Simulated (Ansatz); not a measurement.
## Response to strain in NiO

Base system: NiO in the rock salt structure (space group Fm-3m, No. 225; ferromagnetic).

```yaml
crystal:
  lattice:
    - [0.00000, 2.09432, 2.09432]
    - [2.09432, 0.00000, 2.09432]
    - [2.09432, 2.09432, 0.00000]
  atoms:
    - { symbol: O, position: [0.00000, 0.00000, 0.00000] }
    - { symbol: Ni, position: [0.50000, 0.50000, 0.50000] }
```

Cartesian axes are those of the cell as printed.

Strains are applied to the cell and any free atomic positions relax; under biaxial strain the out-of-plane vector relaxes too; under stress the whole cell relaxes.

Computed with Kohn–Sham DFT with the r2SCAN functional, run in Ansatz (a quantum-chemistry and plane-wave program) with PAW and 500 eV plane waves, spin-orbit coupling left out.

Notes on the quantities. energy relative to the base: free energy F.

| variant | energy relative to the base | gap character | smallest direct gap | pressure |
|---|---|---|---|---|
| base | 0 meV/atom | indirect, L → Γ | 1.71 eV | 0.00 GPa |
| biaxial strain −1.60 %, plane normal [001], relaxed out of plane | +6.7 meV/atom | indirect, N → Γ | 1.45 eV | 5.07 GPa |
| biaxial strain +0.42 %, plane normal [001], relaxed out of plane | (withheld) | indirect, N → Γ | 1.72 eV | (withheld) |
| biaxial strain −3.58 %, plane normal [110], relaxed out of plane | +28 meV/atom | indirect, S → Γ | 1.49 eV | 9.35 GPa |
| biaxial strain −3.45 %, plane normal [110], relaxed out of plane | +26 meV/atom | indirect, S → Γ | 1.50 eV | 8.97 GPa |
| biaxial strain −0.37 %, plane normal [110], relaxed out of plane | +0.3 meV/atom | indirect, S → Γ | 1.72 eV | 0.89 GPa |
| isotropic strain −3.22 % | +64 meV/atom | indirect, L → Γ | 1.56 eV | 26.3 GPa |
| isotropic strain −0.79 % | +3.6 meV/atom | indirect, L → Γ | 1.68 eV | 5.4 GPa |
| uniaxial stress, 3 GPa compression along x | +0.8 meV/atom | indirect, N → Γ | 1.68 eV | – |
| uniaxial stress, 5 GPa tension along z | +2.5 meV/atom | indirect, N → Γ | 1.54 eV | – |

Problem. What belongs in the blanks?

Solution. 
- biaxial strain +0.42 %, plane normal [001], relaxed out of plane, energy relative to the base: +0.4 meV/atom
- biaxial strain +0.42 %, plane normal [001], relaxed out of plane, pressure: -1.16 GPa

Stability under load was not tested beyond the relaxation. No Hubbard U is applied and the magnetic state is the run's own (NiO ferromagnetic); other magnetic orders, which need larger cells, were not tried and can change the gap. A gap here joins edges of opposite spin (a spin-flip gap). In its common phase, real NiO is an antiferromagnetic insulator at low temperature. Labels are those of the standard path for the cell's own space group.
